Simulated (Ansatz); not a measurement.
The structure below was relaxed with PBEsol/PAW in Ansatz (a program for electronic structure), without spin-orbit coupling, at pressure 7.5 GPa.

```
CELL_PARAMETERS angstrom
      0.00000     3.11862     3.11862
      3.11862     0.00000     3.11862
      3.11862     3.11862     0.00000
ATOMIC_POSITIONS crystal
  Te 0.75000 0.75000 0.75000
  Hg 0.00000 0.00000 0.00000
```

### Question
Find the space group and the Wyckoff positions.

### Answer
Space group F-43m (No. 216); a = 6.2372 Å, b = 6.2372 Å, c = 6.2372 Å, α = 90.00°, β = 90.00°, γ = 90.00°

```json
[
 {"atom": "Te", "site": "4c", "symmetry": "-43m", "x": "0.2500", "y": "0.2500", "z": "0.2500"},
 {"atom": "Hg", "site": "4a", "symmetry": "-43m", "x": "0.0000", "y": "0.0000", "z": "0.0000"}
]
```

### Question
Describe the coordination.

### Answer
The crystal has 8 atoms in its conventional cell. Lattice parameters: a = 6.237 Å, b = 6.237 Å, c = 6.237 Å, α = 90.00°, β = 90.00°, γ = 90.00°. Te is coordinated by 4 Hg at 2.701 Å (tetrahedral). Hg is surrounded by 4 Te at 2.701 Å (tetrahedral). (Neighbours: up to the widest gap in distance over summed covalent radii, below 1.35, at either atom; cation-cation and far metal-metal contacts left out.)

The mesh was chosen for an insulator and is coarse for the gapless case. Spin-orbit coupling, missing from the scalar runs, can matter with Hg and Te. Load acts through the strain it causes; cell and atoms are relaxed under it. No phonon test of stability was made. Tetrahedral semiconductors of this kind turn to denser phases somewhere between about 1 and 50 GPa; those were not computed, so compressed cells here can lie past the real transition. All final runs are without spin polarisation. The cell was made from HgTe in the zinc blende structure (space group F-43m, No. 216) by this change: pressure 7.5 GPa.
